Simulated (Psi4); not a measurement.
Psi4 1.11, PBE/def2-svp: Pd(Cl)(H)(dadMe) (C[N]1=CC=[N](C)->[PdH]<-1[Cl]), 17 atoms. The geometry is a generated start, not checked to be a minimum at this level.

```
Quantity                                              Value
--------------------------  -------------------------------
task                                                 energy
method                                                  pbe
basis                                              def2-svp
memory                                                 3 GB
maxiter                                                 100
keys of the molecule block                      symmetry c1
scf_type                                       df (default)
e_convergence                               1e-06 (default)
d_convergence                               1e-06 (default)
dft_radial_points                              75 (default)
dft_spherical_points                          302 (default)
effective core potentials   those of the basis set, past Kr
basis functions                                         178
grid points                                          360428
```

```xyz
17

Pd    -1.3691     0.5588     0.0139
Cl    -2.1004     2.5950     0.0170
H     -2.7988     0.0593     0.0340
C     -1.2457    -2.4598     0.0038
N     -0.5637    -1.1910     0.0013
C      0.7368    -1.1842    -0.0182
C      1.4119     0.0696    -0.0181
N      0.6970     1.1436    -0.0049
C      1.3269     2.4317     0.0028
H     -1.8976    -2.5200    -0.8715
H     -0.5388    -3.2985    -0.0072
H     -1.8797    -2.5266     0.8916
H      1.3101    -2.1087    -0.0323
H      2.5021     0.0949    -0.0282
H      2.4215     2.3543    -0.0077
H      1.0016     2.9814     0.8899
H      0.9858     3.0002    -0.8664
```

Charge 0 and multiplicity 1 are set for this test and not shown to be the ground state.

With the defaults (diis = true, scf_initial_accelerator = adiis, damping_percentage = 0, level_shift = 0, level_shift_cutoff = 0.01, diis_max_vecs = 10, diis_start = 1, guess = auto, which took SAD, soscf = false) it converges in 15 SCF iterations. One run each on 2 threads, with these changes:
- scf_initial_accelerator = none
- soscf = true
- diis_max_vecs = 6
- diis = false, scf_initial_accelerator = none, damping_percentage = 60
- diis_max_vecs = 20
- guess = modhuckel
- level_shift = 0.1, level_shift_cutoff = 0.001
- diis_start = 4
- guess = sap

### Question
Name the settings that don't reach the solution of the defaults.

### Answer
No convergence: diis = false, scf_initial_accelerator = none, damping_percentage = 60 (the run ends without SCF convergence in 100 iterations). The rest reach the solution of the defaults.

```
setting                                                                SCF iterations  JK calls             end
---------------------------------------------------------------------  --------------  --------  --------------
soscf = true                                                                       12        48   same solution
diis_max_vecs = 20                                                                 14        15   same solution
scf_initial_accelerator = none                                                     14        15   same solution
guess = modhuckel                                                                  14        45   same solution
the defaults                                                                       15        16   same solution
level_shift = 0.1, level_shift_cutoff = 0.001                                      15        16   same solution
diis_max_vecs = 6                                                                  18        19   same solution
guess = sap                                                                        19        19   same solution
diis_start = 4                                                                     22        23   same solution
diis = false, scf_initial_accelerator = none, damping_percentage = 60             100       101  no convergence
```

An SOSCF iteration holds several JK calls; a Hückel guess adds calls on atoms. 2 further runs of the study ended by our limits or in an error and are left out.
